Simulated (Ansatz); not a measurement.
System: BBi (model structure, started from the zincblende type, F-43m, No. 216, 2 atoms in the cell). Method: LDA (plane waves, PAW; Ansatz, an electronic-structure program).

Settings: plane-wave cutoff 520 eV, 18×18×18 k mesh, Fermi–Dirac smearing 0.05 eV, scalar-relativistic PAW data made under PBE.

Cell (relaxed with PBEsol):

BiB has the cubic space group F-43m (No. 216), the zinc blende structure, Pearson symbol cF8. Conventional cell: a = b = c = 5.456 Å, α = β = γ = 90.00°. Bi on 4c has 4 B at 2.363 Å (tetrahedral). B on 4a is coordinated by 4 Bi at 2.363 Å (tetrahedral). (Neighbours: up to the widest gap in distance over summed covalent radii, below 1.35, at either atom; cation-cation and far metal-metal contacts left out.)
(The calculation used a cell of 2 atoms; values per cell refer to that cell.)

Question: What does this level give for the band gap?

Answer: 
band gap: 0.47 eV (on the SCF k mesh)

Note: the relaxation could raise the start's symmetry but not lower it, so the cell can be a saddle point; cell and atoms aren't relaxed at this level (pressure -2.0 GPa).

Spin–orbit coupling is not included; with these elements it can move the gap by several tenths of an eV or more.

The computed numbers hold no vibrational or temperature effects.

A model structure was made by putting elements into a prototype or built by hand; it is no filed structure, need not be a known phase, and can be a saddle point held by its symmetry.
